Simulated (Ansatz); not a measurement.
Take W in the bcc (W type) structure (space group Im-3m, No. 229; a = 3.1837 Å) as the base.

One thing is altered: cell and atoms relaxed at a pressure of 30 GPa.

Levels (all Ansatz, a first-principles code, PAW, earlier PAW set): PBE (420 eV, scalar-relativistic without spin-orbit coupling); PBE+SOC (420 eV, noncollinear with spin-orbit coupling).

The geometry is relaxed with PBE.

```
Property        Result
------------  --------
PBE pressure  30.0 GPa
```

Q: What does PBE+SOC give at this geometry for the pressure?

A: The pressure increases by 0.4 GPa, from 30.0 GPa to 30.4 GPa.

Single points use the geometry relaxed with PBE. Differences between runs with and without spin-orbit coupling are approximate. Load acts through the strain it causes; cell and atoms are relaxed under it. No phonon test of stability was made. No other phases were tried under pressure. The runs without spin-orbit coupling are not spin-polarised.
